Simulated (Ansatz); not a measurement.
The parent structure is MoS₂ in the 3R-MoS2 type structure (space group R3m, No. 160; a = 3.1754 Å, c = 18.5860 Å (hexagonal axes); layered, stacked along the Cartesian z axis).

Calculations: r2SCAN+rVV10/PAW in Ansatz (a quantum-chemistry and plane-wave program), no SOC, earlier PAW set.

Free-standing slabs (3 atom(s) a layer) normal to the stacking axis with 15 Å of vacuum; in-plane cell relaxed.

One change was made to it. Results:

```json
[
 {"quantity": "valence-band top at Γ (three highest levels, from the VBM)", "base": "–", "after": "0.00, -0.21, -0.54 eV"},
 {"quantity": "excess energy per area of both faces (slab less bulk energy over the cell's area: twice a surface energy)", "base": "–", "after": "0.38 J/m²"},
 {"quantity": "hole mass (in plane)", "base": "–", "after": "0.79 mₑ (at Γ)"},
 {"quantity": "smallest direct gap", "base": "1.79 eV", "after": "1.66 eV"},
 {"quantity": "electron mass (in plane)", "base": "–", "after": "0.44 mₑ (at K)"}
]
```

Question: Name the change that was made.
A) 3 layers
B) 2 layers
C) 1 layer
D) 4 layers

Answer: D, 4 layers. For comparison, the valence-band top at Γ in the other runs: 3 layers gives 0.00, -0.34, -0.86 eV; 2 layers gives 0.00, -0.65, -1.87 eV; 1 layer gives 0.00, -1.64, -1.64 eV.

The excess energy carries the mismatch between the slab's and the bulk's meshes. Effective masses come from finite differences of ±0.01 Å⁻¹. Stability against distortions was not tested.
